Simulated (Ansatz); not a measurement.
The reference is TlBr in the zinc blende structure (space group F-43m, No. 216; a = 7.311 Å; a hypothetical phase, not in the database extracts checked).

Levels (all Ansatz, a program for electronic structure, PAW): PBEsol (420 eV, no SOC); HSE06 (420 eV, scalar-relativistic without spin-orbit coupling).

Its gap is 2.76 eV with PBEsol and 3.55 eV with HSE06.

The change: a hydrostatic pressure of 4.2 GPa.

With PBEsol the gap becomes 2.15 eV.

Problem. If the HSE06 correction stayed the same, what would the HSE06 gap be, and what does the HSE06 run give?

Solution. A rigid correction of +0.79 eV gives 2.94 eV. The HSE06 run gives 2.86 eV, so the correction itself changes by -0.08 eV.

Single points use the geometry relaxed with PBEsol. The hybrid gap comes from the SCF mesh plus the semilocal run's edge points and a few special points and is an upper bound. Spin-orbit coupling, missing from the scalar runs, can matter with Tl. Load acts through the strain it causes; cell and atoms are relaxed under it. No phonon test of stability was made.
